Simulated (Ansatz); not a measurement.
1T (CdI2-type) MgI2 was calculated with r²SCAN (plane waves, PAW; Ansatz, a program for electronic structure).

Numerical settings: plane-wave cutoff 560 eV, 12×12×6 k mesh (along the axes of the cell as run), Fermi–Dirac smearing 0.01 eV, scalar-relativistic PAW data made under PBE.

The cell is scaled about its equilibrium volume:

Shape and atoms are relaxed at each volume.

```csv
V (Å³/atom),P (GPa),direct gap at Γ (eV),smallest gap on the k mesh (eV),c (Å)
34.822,0.48,4.551,4.183,6.963
35.547,0.21,4.560,4.226,7.064
36.273,0.01,4.540,4.233,7.170
36.998,-0.14,4.526,4.239,7.285
37.724,-0.24,4.519,4.247,7.404
```

The fundamental gap (4.23 eV at the equilibrium volume, with added k points) lies elsewhere than Γ–Γ.

Note: for a layered or molecular solid the relaxed cell lies over 5 % above the published volume, where the minimum can be shallow; the cell comes from a level without a dispersion term, which matters for the spacing of layers, chains or molecules; the bulk modulus comes from volumes at which shape and atoms were relaxed.

Spin–orbit coupling is not included; with these elements it can move the gap by several tenths of an eV or more.
